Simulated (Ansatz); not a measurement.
The starting structures come from a database of crystals and need not be the phases stable at ambient conditions.

 Where the default PAW files enter, the runs use the earlier of Ansatz's two default sets.

The decay constant κ of evanescent states in the gap governs leakage through a thin film.

Given:

```yaml
crystal:
  lattice:
    - [4.95931, 0.00000, 0.00000]
    - [-2.47965, 4.29489, 0.00000]
    - [0.00000, 0.00000, 5.43052]
  atoms:
    - { symbol: Si, position: [0.50000, 0.50000, 0.33333] }
    - { symbol: Si, position: [0.00000, 0.50000, 0.00000] }
    - { symbol: Si, position: [0.50000, 0.00000, 0.66667] }
    - { symbol: O, position: [0.20861, 0.79139, 0.83333] }
    - { symbol: O, position: [0.41721, 0.20861, 0.50000] }
    - { symbol: O, position: [0.20861, 0.41721, 0.16667] }
    - { symbol: O, position: [0.79139, 0.20861, 0.83333] }
    - { symbol: O, position: [0.58279, 0.79139, 0.50000] }
    - { symbol: O, position: [0.79139, 0.58279, 0.16667] }
```

Space group of this cell: P6_422. The cell is strained (all lengths scaled by 0.98); by r2SCAN its mean pressure is 13.2 GPa.

Transport runs along the normal of the first two printed cell vectors, the (001) plane of the conventional cell.

No gap correction and no spin-orbit coupling; mid-gap values are interpolated between computed energies.

**Question.** Predict the band gap and the smallest decay constant κ at mid-gap from r2SCAN (Ansatz, a quantum-chemistry and plane-wave program).

**Answer.** Gap 6.58 eV on a 12×12×6 mesh; κ = 0.548 1/Å, at the zone centre.
